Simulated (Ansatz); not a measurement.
**Pressure series in hypothetical diamond Zn**

Base system: Zn in the diamond structure (space group Fd-3m, No. 227; a hypothetical phase, not in the database extracts checked).

```
Zn
1.0
    0.00000     2.82771     2.82771
    2.82771     0.00000     2.82771
    2.82771     2.82771     0.00000
Zn
2
Direct
  0.25000   0.25000   0.25000
  0.00000   0.00000   0.00000
```

Cell and atoms are relaxed at each pressure.

All numbers come from PBEsol/PAW in Ansatz (a first-principles code), no spin-orbit coupling.

Notes on the quantities. enthalpy: H = E + PV relative to the base's energy.

| case | enthalpy | shortest interatomic distance |
|---|---|---|
| base | – | 2.449 Å |
| pressure −2 GPa | -0.29 eV/atom | 2.506 Å |
| pressure −1 GPa | -0.14 eV/atom | 2.474 Å |
| pressure 0.3 GPa | +0.04 eV/atom | 2.442 Å |
| pressure 0.7 GPa | +0.10 eV/atom | 2.433 Å |
| pressure 1.5 GPa | +0.21 eV/atom | 2.417 Å |
| pressure 3 GPa | +0.41 eV/atom | 2.392 Å |
| pressure 5 GPa | +0.67 eV/atom | 2.363 Å |
| pressure 7.5 GPa | +0.98 eV/atom | 2.334 Å |
| pressure 10 GPa | +1.28 eV/atom | 2.308 Å |

Load acts through the strain it causes; cell and atoms are relaxed under it. Stability against distortions was not tested. Competing high-pressure phases were not computed.
